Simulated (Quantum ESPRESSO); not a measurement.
Quantum ESPRESSO run on Ni3Se2 (P1, 5 atoms in the cell): self-consistent single point.

Method of the run: LDA (PZ), PSlibrary PAW (LDA) pseudopotentials (plane waves; Quantum ESPRESSO).

The change in words: atoms moved at random. Reference geometry:
```xyz
5
Lattice="2.9386 1.6966 2.3554 -2.9386 1.6966 2.3554 0.0000 -3.3932 2.3554" Properties=species:S:1:pos:R:3 pbc="T T T"
Ni    -1.4883     1.6966     2.3554
Ni    -0.7251    -2.1372     2.3554
Ni     2.2135     0.4406     2.3554
Se     0.0000     0.0000     1.8223
Se     0.0000     0.0000     5.2440
```

Reference input (self-consistent single point, DFT, LDA (PZ), plane waves, PSlibrary PAW (LDA) pseudopotentials): ecutwfc = 50 Ry; ecutrho = 300 Ry; occupations = smearing; smearing = gauss; degauss = 0.0073499 Ry; potentials = {Ni: Ni.pz-n-kjpaw_psl.1.0.0.UPF, Se: Se.pz-n-kjpaw_psl.1.0.0.UPF}; K_POINTS = automatic 7 7 7 0 0 0; conv_thr = 1e-10 Ry; mixing_beta = 0.4. This run's input differs from it in these lines:

```diff
@@ -26,11 +26,11 @@
 CELL_PARAMETERS {angstrom}
-   2.9386100509     1.6966073039     2.3554280000
-  -2.9386100509     1.6966073039     2.3554280000
-   0.0000000000    -3.3932146079     2.3554280000
+   2.9386100000     1.6966070000     2.3554280000
+  -2.9386100000     1.6966070000     2.3554280000
+   0.0000000000    -3.3932150000     2.3554280000
 ATOMIC_POSITIONS {angstrom}
-Ni   -1.4883178325    1.6966073039    2.3554280000
-Ni   -0.7251461092   -2.1372247038    2.3554280000
-Ni    2.2134639417    0.4406173999    2.3554280000
-Se    0.0000000000    0.0000000000    1.8222533179
-Se    0.0000000000    0.0000000000    5.2440306821
+Ni   -1.5100899682    1.7211416396    2.3489223079
+Ni   -0.6680489043   -2.1335671875    2.3463666685
+Ni    2.2166875585    0.3986956019    2.3670779469
+Se   -0.0244580510    0.0639737155    1.8175895705
+Se   -0.0140847577   -0.0502457695    5.2526115063
 K_POINTS {automatic}
```

Output (repeated stretches shortened):

```
     Self-consistent Calculation

     iteration #  1     ecut=    50.00 Ry     beta= 0.40

     total energy              =    -907.67083384 Ry
     estimated scf accuracy    <       1.34379509 Ry

     iteration #  2     ecut=    50.00 Ry     beta= 0.40

     total energy              =    -908.00014778 Ry
     estimated scf accuracy    <       2.85964576 Ry

     iteration #  3     ecut=    50.00 Ry     beta= 0.40

     total energy              =    -908.28320360 Ry
     estimated scf accuracy    <       0.23668925 Ry

   [... 10 blocks of this kind left out ...]

     iteration # 14     ecut=    50.00 Ry     beta= 0.40

     total energy              =    -908.31322156 Ry
     estimated scf accuracy    <          4.0E-10 Ry

     iteration # 15     ecut=    50.00 Ry     beta= 0.40
     End of self-consistent calculation

     Number of k-points >= 100: set verbosity='high' to print the bands.

     the Fermi energy is    11.2891 ev

!    total energy              =    -908.31322156 Ry
     estimated scf accuracy    <          4.0E-12 Ry
     smearing contrib. (-TS)   =      -0.00067409 Ry
     internal energy E=F+TS    =    -908.31254747 Ry

     convergence has been achieved in  15 iterations

     Forces acting on atoms (cartesian axes, Ry/au):

     atom    1 type  1   force =     0.00774234   -0.01077357    0.00043527
     atom    2 type  1   force =    -0.02784717    0.01530795   -0.00098722
     atom    3 type  1   force =    -0.00411654    0.00637347    0.00051999
     atom    4 type  2   force =     0.00945050   -0.02793881    0.01752172
     atom    5 type  2   force =     0.01477087    0.01703095   -0.01748976

     Total force =     0.056884     Total SCF correction =     0.000004

          total   stress  (Ry/bohr**3)                   (kbar)     P=       17.68
   0.00010983  -0.00005011   0.00002827           16.16       -7.37        4.16
  -0.00005011   0.00008301  -0.00002911           -7.37       12.21       -4.28
   0.00002827  -0.00002911   0.00016776            4.16       -4.28       24.68

   JOB DONE.
```

The run converged in 15 iterations. Against the reference run the free energy rises by 14.8 meV/atom, the pressure goes from 1.11 to 1.77 GPa and the largest force goes from 0.318 to 0.882 eV/Å. The full log also holds: “c_bands:  1 eigenvalues not converged”.

The starting cell comes from a database of computed structures (which also holds hypothetical and non-ambient phases and stackings), without a prior relaxation at this level. Its lattice was rescaled by a random factor within 2.5 % of one. For this run, on top of that: atoms moved at random. Spin polarisation is off, so a magnetic state, if there is one, cannot be reached.

Cost on one core of a shared machine: roughly 3 min.
